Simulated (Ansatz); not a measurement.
## Effect of tensor shear ε_xy = +1.71 % on GaAs

Take GaAs in the zinc blende structure (space group F-43m, No. 216; a = 5.6028 Å) as the base. Axes: x, y, z lie along the cube axes.

The change: tensor shear ε_xy = +1.71 % (engineering shear γ = 0.0342), atoms relaxed at fixed cell.

The values are results of LDA/PAW in Ansatz (a quantum-chemistry and plane-wave program), no spin-orbit coupling, not measurements. k-mesh 10×10×10 (Γ-centred); smearing 0.05 eV (Fermi–Dirac).

```json
[
 {"quantity": "volume per atom", "base": "21.98 Å³", "changed": "21.98 Å³", "shift": "-0.006 Å³"},
 {"quantity": "shortest interatomic distance", "base": "242.6 pm", "changed": "241.4 pm", "shift": "-1.2 pm"},
 {"quantity": "energy relative to the base (free energy F)", "base": "0 meV/atom", "changed": "+4.7 meV/atom", "shift": "+4.7 meV/atom"},
 {"quantity": "pressure (mean of the normal stresses, compression positive)", "base": "0.01 GPa", "changed": "0.05 GPa", "shift": "+0.04 GPa"},
 {"quantity": "band gap", "base": "0.49 eV", "changed": "0.33 eV", "shift": "-0.16 eV"},
 {"quantity": "gap character", "base": "direct at Γ", "changed": "direct at Γ", "shift": "–"},
 {"quantity": "valence-band top at Γ (three highest levels, from the VBM)", "base": "0.00, 0.00, 0.00 eV", "changed": "0.00, -0.16, -0.28 eV", "shift": "–"},
 {"quantity": "valley order (the lowest conduction-band minima on the path, energy above the VBM, named in the base's zone)", "base": "Γ 0.49 eV; L along ⟨111⟩ 0.92 eV; a point along ⟨100⟩, about 1.0 Å⁻¹ from Γ 1.26 eV", "changed": "Γ 0.33 eV; L along [1-1-1] 0.61 eV; L along [111] 0.95 eV; X along [001] 0.98 eV", "shift": "–"},
 {"quantity": "largest internal atomic displacement", "base": "–", "changed": "0.014 Å", "shift": "–"},
 {"quantity": "stress (xx, yy, zz, yz, xz, xy; compression positive)", "base": "–", "changed": "(0.07, 0.07, 0.00, 0.00, 0.00, -2.01) GPa", "shift": "–"}
]
```

The cells carry an imposed strain or load. Stability against distortions was not tested. k-point labels follow each cell's own Brillouin zone.
